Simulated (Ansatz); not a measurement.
```
BeNi
1.0
    2.58327     0.00000     0.00000
    0.00000     2.58327     0.00000
    0.00000     0.00000     2.58327
Be Ni
1 1
Cartesian
  0.00000   0.00000   0.00000
  1.29163   1.29163   1.29163
```

All values below come from PBEsol, DFPT electron-phonon coupling, linearised Boltzmann equation (plane waves, PAW, scalar-relativistic; Ansatz, a program for electronic structure). Cell: relaxed with this functional, without spin-orbit coupling.

Task: Estimate the phonon-limited resistivity at 300 K, by direction if it differs.

Result: 6.6 μΩ·cm.

Task: How long is the mean free path there?

Result: 15.9 nm, weighted by the current that each state carries. Wires not much wider than this gain resistivity from their walls.

A metal at this level (no band gap). Only scattering by harmonic phonons is included (no impurities, grain boundaries, electron-electron scattering or thermal expansion). Spin-orbit coupling is left out. Halving the electron mesh (32x32x32) moves the resistivity by up to 10 % at 300 K, the mean free path by up to 6 %. Smearing 0.20 eV; phonons on a 5x5x5 q mesh, which this run doesn't test.

Computed structure, not matched to a measured one here, so possibly hypothetical: BeNi (Pm-3m). Treated as nonmagnetic (a ferromagnetic start lost its moment, other orders weren't tried): BeNi (Pm-3m).
